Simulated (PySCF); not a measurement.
PySCF 2.14.0, HF/def2-svpd: In(F)2(GeH3) ([F][In]([F])[GeH3]), 7 atoms. The geometry is a generated start, not checked to be a minimum at this level.

| Item | Value |
|---|---|
| task | energy |
| method | hf |
| basis | def2-svpd |
| mol.max_memory | 7000 MB |
| mf.init_guess | minao (default) |
| mf.DIIS | CDIIS (default) |
| mf.diis_space | 8 (default) |
| mf.conv_tol | 1e-09 (default) |
| effective core potentials | those of the basis set, past Kr |
| basis functions (reference run) | 140 |

```xyz
7

In    -1.0047     0.6031    -0.7572
F     -2.7961    -0.2412    -0.9950
F     -0.8140     2.3970    -1.6184
Ge     0.8885    -0.5291     0.6362
H      0.7240    -0.1317     2.0826
H      0.7684    -2.0245     0.5157
H      2.2339    -0.0734     0.1360
```
Charge 0, spin multiplicity 1.

The reference run uses exact four-centre integrals. Single runs; times are not shown.

Measured:

```json
[
 {"setting": "COSX exchange (sgx_fit, pjs) with fitted J, mf.with_df.grids_level_i = 1, mf.with_df.grids_level_f = 4", "energy against the reference": "−0.66 meV/atom"},
 {"setting": "COSX exchange (sgx_fit, pjs) with fitted J, mf.with_df.grids_level_i = 1, mf.with_df.grids_level_f = 3", "energy against the reference": "−0.76 meV/atom"},
 {"setting": "COSX exchange (sgx_fit, pjs) with fitted J, mf.with_df.grids_level_i = 1, mf.with_df.grids_level_f = 1", "energy against the reference": "−1.1 meV/atom"}
]
```

How far does the result lie from the reference with COSX exchange (sgx_fit, pjs) with fitted J, mf.with_df.grids_level_i = 1, mf.with_df.grids_level_f = 2 (default)?

energy against the reference: −0.39 meV/atom. Total energies are compared; such shifts often cancel in part in energy differences. sgx_fit (COSX, pjs=True) fits J as well, so its difference is the sum of the grid's shift in exchange and the fit's in Coulomb.
